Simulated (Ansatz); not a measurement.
A (8,0) BP nanotube has 32 atoms in a period of 5.558 Å, a mean diameter of 8.28 Å, and lies 84 meV/atom over the flat sheet relaxed at the same level.

The numbers are results of PBE (plane waves to 420 eV, PAW; Ansatz, a quantum-chemistry and plane-wave program), not measurements. Mesh 1×1×6. No spin polarisation. Periodic along z alone, with about 11 Å of vacuum beside it. A hypothetical model, rolled from the flat sheet. Symmetry and one short period hold its shape; lower forms weren't sought.

Task: Which bending rigidity of the sheet does this imply in the thin-plate picture?

Result: A plate bent to radius R stores D/(2R²) an area. The area an atom is π × 8.28 × 5.558/32 = 4.52 Å², so the stored energy is 0.084/4.52 = 0.0186 eV/Å². With R = 4.140 Å, D = 2R² × 0.0186 = 0.64 eV.
